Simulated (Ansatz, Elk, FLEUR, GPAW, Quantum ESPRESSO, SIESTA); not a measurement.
# One structure in several programs: LiF (Fm-3m, 2 atoms in the cell)

Self-consistent single point.

```
CELL_PARAMETERS angstrom
      0.00000     2.01803     2.01803
      2.01803     0.00000     2.01803
      2.01803     2.01803     0.00000
ATOMIC_POSITIONS crystal
  Li 0.00000 0.00000 0.00000
  F  0.50000 0.50000 0.50000
```

Shared settings, as Ansatz (a program for electronic structure) writes them: kpoints.mp_grid.grid = 8 8 8; scf.occupations.method = fixed. Potentials and cutoffs stand in the table.

```json
[
 {"code": "Elk", "model": "PBE, all-electron FP-LAPW, Elk's shipped species files, default APW+lo basis", "gap on the mesh (eV)": "9.012", "cutoff": "rgkmax 7"},
 {"code": "FLEUR", "model": "PBE, all-electron FLAPW (FLEUR), scalar-relativistic valence", "gap on the mesh (eV)": "9.329", "cutoff": "Kmax 4.5 1/bohr"},
 {"code": "Quantum ESPRESSO", "model": "PBE, SSSP 1.1.2 efficiency (PBE) pseudopotentials", "gap on the mesh (eV)": "9.012", "cutoff": "40 Ry"},
 {"code": "SIESTA", "model": "GGA PBE, numerical atomic orbitals TZP, PseudoDojo PBE standard norm-conserving potentials (rewritten from UPF to PSML)", "gap on the mesh (eV)": "8.986", "cutoff": "grid 400 Ry"},
 {"code": "GPAW", "model": "PBE, GPAW PAW datasets PBE (gpaw-data 1.0.1)", "gap on the mesh (eV)": "9.021", "cutoff": "950 eV"},
 {"code": "Ansatz", "model": "PBE, PAW files", "gap on the mesh (eV)": "9.042", "cutoff": "420 eV"}
]
```

Gaps are read on the mesh.

The spread over the programs that give each value: gap on the mesh within 0.343 eV.

SIESTA uses small atom-centred bases, whose incompleteness enters pressures, forces and empty levels differently from a plane-wave cutoff. Elk and FLEUR treat all electrons, but the usual bases taken here (sphere radii, linearisation, local orbitals, empty states) were not tested for convergence, so the values are no reference for the others. In the pressure, SIESTA (by 2.35) lies more than 1 GPa from the median of the plane-wave programs. In the gap, FLEUR (by 0.308) lies more than 0.12 eV from the median of the plane-wave programs.

On the base mesh (9 9 9) the same programs gave: Ansatz pressure 1.24 GPa, gap on the mesh 9.042 eV; Quantum ESPRESSO pressure 1.12 GPa, gap on the mesh 9.012 eV; GPAW gap on the mesh 9.021 eV; Elk gap on the mesh 9.012 eV; FLEUR gap on the mesh 9.330 eV; SIESTA pressure -1.19 GPa, gap on the mesh 8.986 eV.

The starting cell comes from a database of computed structures (which also holds hypothetical and non-ambient phases and stackings), without a prior relaxation at this level. Its lattice was rescaled by a random factor within 2.5 % of one.

Left out of this page: ABINIT (with a known weakness of the program); CP2K (on another mesh).

Keys are those of Ansatz 0.2.
